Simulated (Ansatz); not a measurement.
**Cu interstitial in metastable rock-salt TaN**

Method: PBE, PAW (plane waves to 420 eV; Ansatz, a first-principles code). Cell and caveats: 64-site cell; 4×4×4 shifted k-points; start: void with 4N4Ta nearest; no spin–orbit coupling; no Hubbard U; not converged in cell size; the relaxation kept the symmetry of the starting site; relaxed from one start, so a lower configuration may exist.

Neighbours after relaxation, in Å: of the Cu atom: N 1.93, N 1.93, N 1.93, N 1.93.

The name describes the start; the neighbours show where the added atom ended.

```json
[
 {"charge": "0", "moment (μB)": "quenched", "point group": "Td", "largest move off a lattice site (Å)": "0.41"}
]
```

Point groups are those of the whole cell at tolerances of 0.03 and 0.1 Å ("near" where only the looser one holds); none is given for unsettled states.

Starting moments that weren't kept: charge 0 began with 1 μB and ended with 0.0.
